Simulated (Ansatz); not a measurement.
Phonon-limited resistivity of Ti$_{3}$Al (P6_3/mmc) against temperature in μΩ·cm, PBEsol, DFPT electron-phonon coupling, linearised Boltzmann equation run with Ansatz (a quantum-chemistry and plane-wave program), harmonic crystal at a fixed cell. x, y and z are the axes of this cell:
```
AlTi3
1.0
    5.68590     0.00000     0.00000
   -2.84295     4.92413     0.00000
    0.00000     0.00000     4.60894
Ti Al
6 2
Cartesian
  2.84295   3.25390   1.15224
  0.00000   1.67023   3.45671
 -1.39649   4.08902   3.45671
  4.23944   0.83511   1.15224
  1.44646   0.83511   1.15224
  1.39649   4.08902   3.45671
  0.00000   3.28275   1.15224
  2.84295   1.64138   3.45671
```

```
T      ρ (x, y)  ρ (z)
-----  --------  -----
50 K       1.94   0.68
77 K        8.0    ___
100 K       ___    5.5
150 K        36   12.3
200 K        55   18.7
250 K        74     24
273 K        82     27
300 K        92     30
```

### Question
Fill in the missing entries.

### Answer

- 77 K, ρ (z): 2.8
- 100 K, ρ (x, y): 15.8

A metal at this level (no band gap). Only scattering by harmonic phonons is included (no impurities, grain boundaries, electron-electron scattering or thermal expansion). Spin-orbit coupling is left out. Values near or above 100 μΩ·cm, or paths under about 2 nm, lie near resistivity saturation, where the Boltzmann equation overshoots. Halving the electron mesh (16x16x20) moves the resistivity by up to 4 %. Smearing 0.20 eV; phonons on a 3x3x3 q mesh, which this run doesn't test and which matters most at low temperature.
